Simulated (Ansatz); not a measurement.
C11b MoSi₂, treated with LDA (Ansatz, a quantum-chemistry and plane-wave program, PAW).

Settings: plane-wave cutoff 520 eV, 18×18×18 k mesh, Fermi–Dirac smearing 0.1 eV, perturbation theory, force constants from a 6×6×6 q mesh, no spin polarisation, scalar-relativistic PAW data made under PBE.

Computed at the level's own relaxed cell. Harmonic vibrational thermodynamics at fixed volume:

```json
[
 {"T (K)": "0", "S_vib (J/K per mol of atoms)": "0.00", "C_V (J/K per mol of atoms)": "0.00", "F_vib (eV/atom)": "0.0545"},
 {"T (K)": "200", "S_vib (J/K per mol of atoms)": "11.71", "C_V (J/K per mol of atoms)": "17.36", "F_vib (eV/atom)": "0.0462"},
 {"T (K)": "400", "S_vib (J/K per mol of atoms)": "25.87", "C_V (J/K per mol of atoms)": "22.64", "F_vib (eV/atom)": "0.0062"},
 {"T (K)": "600", "S_vib (J/K per mol of atoms)": "35.33", "C_V (J/K per mol of atoms)": "23.88", "F_vib (eV/atom)": "-0.0578"},
 {"T (K)": "700", "S_vib (J/K per mol of atoms)": "39.04", "C_V (J/K per mol of atoms)": "24.15", "F_vib (eV/atom)": "-0.0964"},
 {"T (K)": "900", "S_vib (J/K per mol of atoms)": "45.15", "C_V (J/K per mol of atoms)": "24.46", "F_vib (eV/atom)": "-0.1839"},
 {"T (K)": "1000", "S_vib (J/K per mol of atoms)": "47.73", "C_V (J/K per mol of atoms)": "24.55", "F_vib (eV/atom)": "-0.2321"}
]
```

The crystal is taken as a harmonic solid at every temperature: melting, phase changes and thermal expansion are not seen, nor the electrons' share in a metal.
